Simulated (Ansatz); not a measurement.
Base system: Zr in the hcp (Mg type) structure (space group P6_3/mmc, No. 194; a = 3.230 Å, c = 5.179 Å; relaxed with 0.1 eV smearing).

All numbers come from PBE/PAW in Ansatz (a first-principles code), no spin-orbit coupling.

Base values:

| Quantity | Value |
|---|---|
| Pressure | 0.0 GPa |
| Band gap | zero |

The change: an isotropic linear strain of −3.00 %, atoms relaxed at fixed cell.

Question: What does the calculation give for the energy relative to the base after the change?

Answer: The energy grows by 59 meV/atom.

Question: Predict the new pressure.

Answer: The pressure (mean of the normal stresses, compression positive) goes from zero to 9.9 GPa.

Question: Estimate the effect on the band gap.

Answer: The band gap stays zero.

Stability against distortions was not tested. All final runs are without spin polarisation.
